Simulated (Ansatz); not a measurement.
Partial pair distribution functions of a relaxed model of amorphous Hf₁₈O₃₇Na₂, broadened by 0.06 Å; density 8.64 g/cm³. Calculation: PBE, scalar-relativistic without spin-orbit coupling (plane waves to 420 eV, PAW; Ansatz, a quantum-chemistry and plane-wave program).

Preparation: random packing, a CHGNet melt and quench, and a DFT relaxation. O atoms were pushed apart under 1.9 Å during the dynamics, to hinder bonds among them. The hot cell started wider than the set density and was brought back towards it in steps. It is the lowest in DFT energy of 2 quenches. It is a model cell: composition and starting density were chosen by hand, and all elements were melted together. No dispersion term was used. Its density started from a set value of 8.64 and ended at 8.64 g/cm³. The simulated quench (nominally 450 K/ps over its main leg) is rapid and tends to freeze in more defects than a deposited or slowly cooled glass has. Values belong to this one cell and scatter from quench to quench. The volume was held where the preparation left it and the shape relaxed, at a PBE pressure of 0.6 GPa. Stress components on the final sampling reach 0.6 GPa.

| r (Å) | g Hf-O | g O-Na | g Hf-Hf | g O-O |
|---|---|---|---|---|
| 1.75 | 0.00 | 0.00 | 0.00 | 0.00 |
| 1.85 | 0.35 | 0.00 | 0.00 | 0.00 |
| 1.95 | 3.27 | 0.00 | 0.00 | 0.00 |
| 2.05 | 7.07 | 0.00 | 0.00 | 0.00 |
| 2.15 | 6.01 | 0.24 | 0.00 | 0.00 |
| 2.25 | 2.99 | 2.48 | 0.00 | 0.00 |
| 2.35 | 1.09 | 4.17 | 0.00 | 0.10 |
| 2.45 | 0.53 | 2.15 | 0.00 | 0.79 |
| 2.55 | 0.33 | 2.53 | 0.00 | 1.53 |
| 2.65 | 0.13 | 2.10 | 0.00 | 1.97 |
| 2.75 | 0.06 | 0.81 | 0.00 | 2.32 |
| 2.85 | 0.10 | 0.47 | 0.00 | 2.20 |
| 2.95 | 0.24 | 0.75 | 0.01 | 2.37 |
| 3.05 | 0.20 | 0.86 | 0.20 | 2.08 |
| 3.15 | 0.10 | 0.58 | 1.02 | 1.66 |
| 3.25 | 0.20 | 0.38 | 2.76 | 1.20 |
| 3.35 | 0.46 | 0.41 | 3.18 | 0.94 |
| 3.45 | 0.56 | 0.51 | 2.47 | 0.91 |
| 3.55 | 0.64 | 0.63 | 2.45 | 0.81 |
| 3.65 | 0.72 | 0.82 | 2.22 | 0.77 |
| 3.75 | 0.90 | 1.20 | 2.28 | 0.61 |
| 3.85 | 1.00 | 1.18 | 1.80 | 0.62 |
| 3.95 | 1.16 | 1.11 | 1.88 | 0.72 |
| 4.05 | 1.17 | 0.18 | 1.39 | 1.00 |
| 4.15 | 1.20 | 0.46 | 0.59 | 1.17 |
| 4.25 | 1.14 | 1.06 | 0.33 | 0.98 |

Within 2.72 Å each Hf has 6.22 O neighbours on average.
